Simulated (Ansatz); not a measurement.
An Ansatz (a quantum-chemistry and plane-wave program) input (Ansatz LDA, spin-orbit coupling left out):

Ansatz 0.2 input:
```yaml
crystal:
  lattice:
    - [0.0380934439, 2.2276867805, 2.2276867805]
    - [2.2276867805, 0.0380934439, 2.2276867805]
    - [2.2657802244, 2.2657802244, 0]
  atoms:
    - { symbol: Ga, position: [0, 0, 0] }
    - { symbol: N, position: [0.25, 0.25, 0.25] }
basis: { ecutwfc: 420, ecutrho_ratio: 4, xc_grid: 2, fft_grid_basis: typed }
kpoints: { mp_grid: { grid: [13, 13, 13] } }
hamiltonian:
  xc: lda
  dispersion: none
  pseudopotentials: { kind: paw }
scf: { occupations: { method: fermi_dirac, width: 0.05 }, convergence: { dr2_threshold: 0.0000000002 } }
relax: { f_tol: 0.005, max_steps: 50 }
output: { forces: true, stress: true }
checkpoint: { write: state.ck, write_every: 1000 }
```

**Question.** Which symmetry and how many k-points will the program report, and about how many plane waves at Γ?

**Answer.** Space group Imm2 (ITA 44) with 4 operations, k-points 343 of 2197, and 427 plane waves at Γ.

The cells carry an imposed strain or load. Whether these cells are dynamically stable was not tested. The cell was made from GaN in the zinc blende structure (space group F-43m, No. 216) by this change: tensor shear ε_xy = +1.71 %. This is not the structure that GaN has at room temperature and ambient pressure.
